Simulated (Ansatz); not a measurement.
## Response to strain in hypothetical P6_3/mmc PbS

Base system: PbS (space group P6_3/mmc, No. 194; a = 4.951 Å, c = 5.916 Å; a hypothetical phase, not in the database extracts checked). Axes: x lies along a and z along c of the hexagonal cell.

Strains are applied to the cell and any free atomic positions relax.

Levels (all Ansatz, a program for electronic structure, PAW): PBEsol (420 eV, spin-orbit coupling left out); r2SCAN (500 eV, no spin-orbit coupling); HSE06 (420 eV, no spin-orbit coupling).

Band gaps by level, all at the geometries relaxed with PBEsol:

```tsv
case	PBEsol	r2SCAN	HSE06
base	1.29 eV	1.68 eV	1.91 eV
isotropic strain −5.19 %	0.87 eV	?	?
uniaxial strain ε_zz = −2.58 %	1.27 eV	1.56 eV	1.89 eV
strain tensor (xx, yy, zz, yz, xz, xy) = (+1.56, +0.31, −1.40, −0.64, −0.45, −0.54) %	1.34 eV	1.68 eV	1.85 eV
tensor shear ε_yz = +1.78 %	1.08 eV	?	1.68 eV
```

Task: Some entries are withheld; estimate them.

Result: 
- isotropic strain −5.19 %, r2SCAN: 1.07 eV
- isotropic strain −5.19 %, HSE06: 1.37 eV
- tensor shear ε_yz = +1.78 %, r2SCAN: 1.46 eV

Single points use the geometry relaxed with PBEsol. The hybrid gap comes from the SCF mesh plus the semilocal run's edge points and a few special points and is an upper bound. With Pb present, leaving out spin-orbit coupling can change the band edges. Whether these cells are dynamically stable was not tested. The base started in P6_3mc and relaxed to P6_3/mmc at this level.
